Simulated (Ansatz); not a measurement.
Consider the following.

End structure of the (21-30) surface of hexagonal WC in its 1x1 cell (cut with top plane C, bottom plane W), outermost plane spacing 0.32 Å in the ideal cut:

```xyz
22
Lattice="2.8467 0.0000 0.0000 0.0000 7.7310 0.0000 0.0000 0.0000 26.0000" Properties=species:S:1:pos:R:3 pbc="T T T"
W      0.0000     4.9869     8.1846
C      1.4234     6.4169     8.5148
W      0.0000     2.2669     9.0896
C      1.4234     3.8340     9.3877
W      0.0000     7.1766     9.9404
C      1.4234     1.1165    10.2651
W      0.0000     4.4272    10.9572
C      1.4234     6.0913    11.2561
W      0.0000     1.6692    11.8840
C      1.4234     3.3175    12.2237
W      0.0000     6.6483    12.8461
C      1.4234     0.5684    13.1568
W      0.0000     3.8780    13.8091
C      1.4234     5.5406    14.1162
W      0.0000     1.1124    14.7556
C      1.4234     2.7720    15.0700
W      0.0000     6.0678    15.7384
C      1.4234     0.0083    16.0326
W      0.0000     3.3509    16.6717
C      1.4234     4.9168    16.7999
W      0.0000     0.6810    17.5500
C      1.4234     2.1194    17.7503
```

Model: 22-atom slab, C11W11, 9.9 Å thick at the start (thin: gaps and levels are the slab's own), 13x5x1 mesh, Fermi-Dirac 0.1 eV, dipole correction, all atoms relaxed; held to the start's symmetry, so lower structures may exist; no spin, no spin-orbit, no U.

Q: What is the computed surface energy (mean of two unlike faces) (Ansatz (a first-principles code) with PBE)?

A: 238 meV/Å²

Q: What work function of the top face does PBE give?

A: 4.76 eV
